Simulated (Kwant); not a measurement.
Device: In0.53Ga0.47As/InP stack with 1 barrier. One parabolic valley. Leads of mass 0.041 mₑ with the band edge at 0; grid 0.1 nm; bias 0 V, dropping linearly over the stack.

```
layer  thickness (nm)  band offset (eV)  mass (mₑ)
-----  --------------  ----------------  ---------
1                 3.6              0.25       0.08
```

Constants are typed, rounded textbook-type inputs, not results; the design itself was drawn at random and stands for no fabricated device.

Computed with Kwant: one-band effective-mass tight-binding model in one dimension, coherent, no space charge.

Sweep values stay those of the base run.

The height of the first barrier was swept, all else fixed.

| height of the first barrier (eV) | transmission at E = 0.3750 eV | transmission at E = 0.09114 eV | transmission at E = 0.1858 eV | mean transmission over the sweep |
|---|---|---|---|---|
| 0.15 | 0.87 | 0.22 | 0.41 | 0.43 |
| 0.2 | 0.71 | 0.11 | 0.25 | 0.29 |
| 0.25 | 0.52 | 0.060 | 0.14 | 0.19 |
| 0.3 | 0.34 | 0.033 | 0.083 | 0.11 |

From the first row to the last the transmission at E = 0.3750 eV goes from 0.87 to 0.34. From the first row to the last the transmission at E = 0.09114 eV goes from 0.22 to 0.033.
